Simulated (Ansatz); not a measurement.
# Convergence series on BiClO (P4/nmm, 6 atoms in the cell)

```xyz
6
Lattice="3.8467 0.0000 0.0000 0.0000 3.8467 0.0000 0.0000 0.0000 7.4033" Properties=species:S:1:pos:R:3 pbc="T T T"
Bi     0.0000     1.9233     6.1617
Bi     1.9233     0.0000     1.2415
Cl     1.9233     0.0000     4.8386
Cl     0.0000     1.9233     2.5646
O      0.0000     0.0000     0.0000
O      1.9233     1.9233     0.0000
```

Method of the run: HSE06, default PAW files made with PBE (plane waves; Ansatz, a quantum-chemistry and plane-wave program).

The starting cell comes from a database of computed structures (which also holds hypothetical and non-ambient phases and stackings), without a prior relaxation at this level. Its lattice was rescaled by a random factor within 2.5 % of one. Spin-orbit coupling is off. In the base run, with a pressure of about 3 GPa the cell is away from its equilibrium volume at this level. Ansatz's pressure includes its estimate of the finite-basis (Pulay) stress.

Held fixed: basis.ecutwfc = 420 eV; hamiltonian.xc = hse06; hamiltonian.pseudopotentials = {kind: paw} (the program's default PAW files); scf.occupations.method = fixed.

ΔF is the free energy per atom less that of the last row (7 7 4).

```json
[
 {"kpoints.mp_grid.grid": "3 3 2", "ΔF (meV/atom)": "2.1", "pressure (GPa)": "3.37", "largest force (eV/Å)": "0.211", "gap on the mesh (eV)": "3.646", "k-points": "6"},
 {"kpoints.mp_grid.grid": "4 4 2", "ΔF (meV/atom)": "0.65", "pressure (GPa)": "3.41", "largest force (eV/Å)": "0.202", "gap on the mesh (eV)": "3.667", "k-points": "12"},
 {"kpoints.mp_grid.grid": "5 5 2", "ΔF (meV/atom)": "0.32", "pressure (GPa)": "3.42", "largest force (eV/Å)": "0.198", "gap on the mesh (eV)": "3.569", "k-points": "12"},
 {"kpoints.mp_grid.grid": "5 5 3", "ΔF (meV/atom)": "0.06", "pressure (GPa)": "3.41", "largest force (eV/Å)": "0.201", "gap on the mesh (eV)": "3.713", "k-points": "12"},
 {"kpoints.mp_grid.grid": "7 7 4", "ΔF (meV/atom)": "0.00", "pressure (GPa)": "3.41", "largest force (eV/Å)": "0.200", "gap on the mesh (eV)": "3.570", "k-points": "30"}
]
```

Gap on the mesh within 0.02 eV of the last row: only the last setting itself: the one before it still differs by 0.14 eV, so the series does not show convergence to this tolerance.

Energy within 0.5 meV/atom of the last row: from kpoints.mp_grid.grid = 5 5 2 on; the one before it is off by 0.65 meV/atom.

The gap is read on the k-point mesh of the run and can differ from the gap over the whole zone at this level.

Keys are those of Ansatz 0.2.
